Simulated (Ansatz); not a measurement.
Functionals compared on a constructed model of the (111) surface of fcc Al, a pseudomorphic layer of W in the host's stacking (bottom of the slab: a bare face, its two planes held), in Ansatz (plane waves, PAW). The structure was relaxed with PBE; the other rows are single points on it. Cutoff 420 eV (500 eV for r2SCAN).

Slab: 7 atoms, 14.1 Å thick at the start with caps and adatoms; k 15x15x1, smearing 0.1 eV, dipole-corrected; 2 atoms held, the rest relaxed; start symmetry kept, larger cells not searched; no spin, no spin-orbit, no U. In PBE it is, or lies within 0.01 eV a 1x1 cell of, the lowest of the 2 structures of its composition computed so far; subsurface sites and larger cells were not tried. These notes are the PBE run's.

```
functional  work function of the top face (eV)          rough cost of the single point
----------  ----------------------------------  --------------------------------------
PBE                                       5.53                                       –
RPBE                                      5.42          around 12 core-seconds (rough)
r2SCAN                                     [?]  about 24 core-seconds (a rough figure)
```

Task: Complete the blanks.

Result: 
- r2SCAN, work function of the top face (eV): 5.70

Ansatz is a program for electronic structure.
